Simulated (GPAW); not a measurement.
Band structure of CdO (Fm-3m, 2 atoms in the cell).

```
CELL_PARAMETERS angstrom
      0.00000     2.34801     2.34801
      2.34801     0.00000     2.34801
      2.34801     2.34801     0.00000
ATOMIC_POSITIONS crystal
  Cd 0.00000 0.00000 0.00000
  O  0.50000 0.50000 0.50000
```

Method of the run: PBE, GPAW PAW datasets PBE (gpaw-data 1.0.1) (plane waves; GPAW).

Settings: mode = pw; ecut = 950 eV; xc = PBE; kpts = 10 10 10; mesh shift (steps) = 0 0 0; occupations.name = methfessel-paxton; occupations.width = 0.1 eV; occupations.order = 0; nbands = -10; symmetry.symmorphic = false; symmetry.tolerance = 0.0005; maxiter = 150; bandpath_npoints = 40.

The starting cell comes from a database of computed structures (which also holds hypothetical and non-ambient phases and stackings), without a prior relaxation at this level. Its lattice was rescaled by a random factor within 2.5 % of one. The run gives no clean gap (levels at the Fermi energy touch, overlap or are partly filled at this smearing), which alone does not show that the compound is a metal.

Levels in eV from the Fermi level, bands 6 to 13:
| point | 6 | 7 | 8 | 9 | 10 | 11 | 12 | 13 |
|---|---|---|---|---|---|---|---|---|
| Γ | -6.46 | -1.52 | -1.52 | -1.52 | -0.53 | 14.48 | 16.91 | 16.91 |
| X | -5.75 | -4.49 | -2.48 | -2.48 | 3.79 | 8.39 | 11.14 | 13.18 |
| W | -5.86 | -3.13 | -3.13 | -1.99 | 5.90 | 8.79 | 8.79 | 10.61 |
| K | -6.05 | -3.53 | -3.01 | -1.39 | 5.33 | 8.49 | 8.49 | 12.77 |
| L | -6.20 | -3.91 | -0.11 | -0.11 | 4.28 | 7.21 | 11.73 | 11.73 |
| U | -6.05 | -3.53 | -3.01 | -1.39 | 5.33 | 8.49 | 8.49 | 12.77 |

Bands cross the Fermi level along this path, so the cell is metallic at this level.
